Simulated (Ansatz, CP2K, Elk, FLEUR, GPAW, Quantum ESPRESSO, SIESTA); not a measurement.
## KTlSe2 (I4/mcm, 8 atoms in the cell) computed with different codes at matched settings

Self-consistent single point.

```
KTlSe2
1.0
   -4.06792     4.06792     3.56623
    4.06792    -4.06792     3.56623
    4.06792     4.06792    -3.56623
K Tl Se
2 2 4
Direct
  0.25000   0.25000   0.00000
  0.75000   0.75000   0.00000
  0.75000   0.25000   0.50000
  0.25000   0.75000   0.50000
  0.67640   0.17640   0.85280
  0.32360   0.82360   0.14720
  0.17640   0.32360   0.50000
  0.82360   0.67640   0.50000
```

Shared settings, as Ansatz (a first-principles code) writes them: kpoints.mp_grid.grid = 3 3 3; scf.occupations.method = fixed. Potentials and cutoffs stand in the table.

```tsv
code	model	pressure (GPa)	largest force (eV/Å)	gap on the mesh (eV)	cutoff
Ansatz	PBEsol, PAW files made with PBE	-0.85	0.045	1.117	420 eV
Quantum ESPRESSO	PBEsol, GBRV 1.5 ultrasoft (PBESOL) pseudopotentials	-1.58	0.039	1.110	40 Ry
Elk	PBEsol, all-electron FP-LAPW, Elk's shipped species files, default APW+lo basis	–	–	1.117	default
CP2K	PBEsol, GPW, DZVP-MOLOPT-SR-GTH basis, GTH-PBE potentials (GTH_POTENTIALS)	0.05	0.170	1.117	grid 500 Ry
FLEUR	PBEsol, all-electron FLAPW (FLEUR), scalar-relativistic valence	–	0.032	1.122	Kmax 4.2 1/bohr
SIESTA	GGA PBEsol, numerical atomic orbitals DZP, PseudoDojo PBEsol standard norm-conserving potentials (rewritten from UPF to PSML)	0.22	0.338	1.101	grid 350 Ry
GPAW	PBEsol, GPAW PAW datasets PBEsol (made by gpaw-setup)	-1.04	0.089	1.125	600 eV
```

A dash marks a value that a program does not give, or that is left out as unsure.

Gaps are read on the mesh.

On Ansatz's run: spin-orbit coupling is off.

The spread over the programs that give each value: pressure within 1.80 GPa; largest force within 0.306 eV/Å; gap on the mesh within 0.024 eV.

CP2K and SIESTA use small atom-centred bases, whose incompleteness enters pressures, forces and empty levels differently from a plane-wave cutoff. Elk and FLEUR treat all electrons, but the usual bases taken here (sphere radii, linearisation, local orbitals, empty states) were not tested for convergence, so the values are no reference for the others. Ansatz's pressure is given at a fixed set of plane waves, as the other plane-wave codes print theirs. In the pressure, CP2K (by 1.09) and SIESTA (by 1.26) lie more than 1 GPa from the median of the plane-wave programs. In the force vectors, CP2K (by 0.215) and SIESTA (by 0.383) lie more than 0.08 eV/Å from the median of the plane-wave programs.

The starting cell comes from a database of computed structures (which also holds hypothetical and non-ambient phases and stackings), without a prior relaxation at this level.

Keys are those of Ansatz 0.2.
